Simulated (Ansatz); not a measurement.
The parent structure is Tl in the hcp (Mg type) structure (space group P6_3/mmc, No. 194; a = 3.476 Å, c = 5.472 Å; relaxed with 0.1 eV smearing). Axes: x lies along a and z along c of the hexagonal cell.

Method: PBEsol (Ansatz, a program for electronic structure), scalar-relativistic without spin-orbit coupling.

Base values:

The pressure comes out as 0.0 GPa.

One thing is altered: biaxial strain −2.00 %, plane normal [001], relaxed out of plane (Cartesian); in-plane vectors clamped, the third vector and the atoms free.

**Question.** How does this affect the out-of-plane strain?

**Answer.** The out-of-plane strain amounts to +2.36 %.

**Question.** What happens to the pressure?

**Answer.** The pressure (mean of the normal stresses, compression positive) goes from zero to 0.6 GPa.

Whether these cells are dynamically stable was not tested.
